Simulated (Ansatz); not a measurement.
Start from HfO2 (space group P4_2/nmc, No. 137; a = 3.605 Å, c = 5.265 Å). Axes: x, y, z lie along a, b, c of the conventional cell.

(Cell as relaxed with PBE.)

Levels (all Ansatz, a quantum-chemistry and plane-wave program, PAW, earlier PAW set): PBE (420 eV, spin-orbit coupling left out); PBEsol (420 eV, no spin-orbit coupling).

Each level relaxes its own structure.

```json
[
 {"base": "volume per atom", "PBE": "11.40 Å³", "PBEsol": "10.96 Å³"},
 {"base": "lattice parameter a", "PBE": "3.605 Å", "PBEsol": "3.568 Å"},
 {"base": "band gap", "PBE": "4.67 eV", "PBEsol": "4.57 eV"}
]
```

It is then changed as follows: compressive biaxial strain of 2.42 % in the plane normal to [001], as in epitaxy on a mismatched substrate; the out-of-plane cell vector and the atoms relax.

```json
[
 {"quantity": "shift of the gap caused by the change", "PBE": "+0.02 eV", "PBEsol": "-0.06 eV"},
 {"quantity": "band gap", "PBE": "4.69 eV", "PBEsol": "4.51 eV"},
 {"quantity": "mean in-plane stress (compression positive)", "PBE": "+14.3 GPa", "PBEsol": "+15.4 GPa"},
 {"quantity": "gap character", "PBE": "indirect, Z → Γ", "PBEsol": "indirect, A → Γ"}
]
```

PBE's shift of the gap caused by the change lies 0.087 eV above PBEsol's; PBE's band gap lies 0.189 eV above PBEsol's; PBE's in-plane stress lies 1.1 GPa below PBEsol's; they disagree on the gap character. Neither level is exact; PBEsol is the comparison here, not a measurement.

With Hf present, leaving out spin-orbit coupling can change the band edges. Whether these cells are dynamically stable was not tested. This is not the structure that HfO2 has at room temperature and ambient pressure.
